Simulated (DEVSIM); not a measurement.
Structure: Schottky contact on n-type ZnO, at 300 K.

Layer 1 from the left is ZnO, thickness (μm) 0.880, Nd (cm⁻³) 2.1e16, τn (s) 3.1e-8, τp (s) 3.1e-8.

Left contact: Schottky, work function 5.85 eV, emission velocity 4.9e6 cm/s. Right contact: ohmic. Voltage is applied to the left contact. Recombination: SRH at mid-gap. Mobility is μmin + (μ − μmin)/(1 + (N/Nref)^α).

This is a model device: material constants are rounded textbook-type values typed into the input, and sizes, dopings and lifetimes were drawn at random. Values at 300 K.

ZnO: gap (eV) 3.37, affinity (eV) 4.5, permittivity 8.7, Nc (cm⁻³) 3.7e18, Nv (cm⁻³) 1.8e19, μn (cm²/Vs) 200, μp (cm²/Vs) 20, μn,min 20, μp,min 2, Nref,n 1e18, Nref,p 1e18, αn 0.6, αp 0.6.

DEVSIM, 1D drift-diffusion, Boltzmann statistics, complete ionisation; no tunnelling, impact ionisation, image-force lowering or self-heating. Metal contacts follow the ideal Schottky-Mott rule: no Fermi-level pinning, no interface dipoles.

Dark forward current:

| |V| (V) | |J| (A/cm²) |
|---|---|
| 0.20 | 1.079e-13 |
| 0.25 | 7.422e-13 |
| 0.30 | 5.101e-12 |
| 0.35 | 3.504e-11 |
| 0.40 | 2.405e-10 |
| 0.45 | 1.650e-9 |
| 0.50 | 1.131e-8 |
| 0.55 | 7.743e-8 |
| 0.60 | 5.295e-7 |
| 0.65 | 3.615e-6 |
| 0.70 | 2.464e-5 |
| 0.75 | 0.0001675 |
| 0.80 | 0.001136 |
| 0.85 | 0.007665 |
| 0.90 | 0.05141 |
| 0.95 | 0.3413 |
| 1.00 | 2.213 |
| 1.05 | 13.33 |
| 1.10 | 63.35 |
| 1.15 | 193.9 |
| 1.20 | 400.8 |
| 1.25 | 655.1 |
| 1.30 | 937.1 |
| 1.35 | 1236 |
| 1.40 | 1547 |
| 1.45 | 1865 |

Q: Work out the local ideality factor n = ΔV / (kT/q · ln(J2/J1)) between the rows 0.20 and 0.25 V, 1.40 and 1.45 V.

A: kT/q = 25.85 mV. From 0.20 to 0.25 V: ln(7.422e-13/1.079e-13) = 1.928, n = 1.00, near the 1 of diffusion or emission over a barrier. From 1.40 to 1.45 V: ln(1865/1547) = 0.187, n = 10.35; the layers' resistance at their doping, Σ W/(qμN) = 0.00014 Ω cm², would take 45 mV of this step of 50 mV.

Q: Estimate the current at 0.60 V for emission alone, J0 = q v N_band exp(−φB/kT), and read the barrier back from the simulated current.

A: φB = 1.350 eV, N_band = 3.70e18 cm⁻³, J0 = 6.06e-17 A/cm²; J = J0 (exp(qV/kT) − 1) = 7.29e-7 A/cm². The simulation gives 5.29e-7 A/cm²; the estimate lies 38 % above. Read backwards, the simulated current gives an apparent barrier of 1.358 eV. The estimate leaves out transport through the depletion region and minority injection.
